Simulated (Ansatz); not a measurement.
Consider interstitial Li in rock-salt PbTe, charge state +1. The step: Li moves alone to another site; the atom moves 3.28 Å along (0.00, 0.00, -0.50) of the unit cell; the moving atom starts with neighbours 3 Pb at 3.12, Pb at 3.13; 3 Te at 2.79, Te at 2.82 Å and ends with 3 Pb at 3.12, Pb at 3.13; 3 Te at 2.79, Te at 2.82 Å. DFT values are from Ansatz (plane-wave PAW, 420 eV unless said) in a cell of 64 host sites, spin-restricted, static, with no finite-size correction. The charge state is imposed; whether it is stable for some Fermi level was not computed. Sites that were not tried may lie lower. For the PBE band: the saddle point's order was not checked, and it lies on a symmetry element of the cell, where a band can be held.

```csv
Level,Forward barrier (eV),Cost of the band or of the saddle's single point
"CHGNet universal potential (has no charge state), its own band",0.42,-
"PBE, one k-point at (0.250, 0.250, 0.250), band relaxed",0.70,around 90 core-minutes (rough)
"PBE, a 2×2×2 k-point mesh shifted by half a step, same geometries",0.71,around 16 core-minutes (rough)
"r2SCAN at 500 eV, one k-point at (0.250, 0.250, 0.250), same geometries",0.65,very roughly 8 core-minutes
```

Ansatz is a quantum-chemistry and plane-wave program.
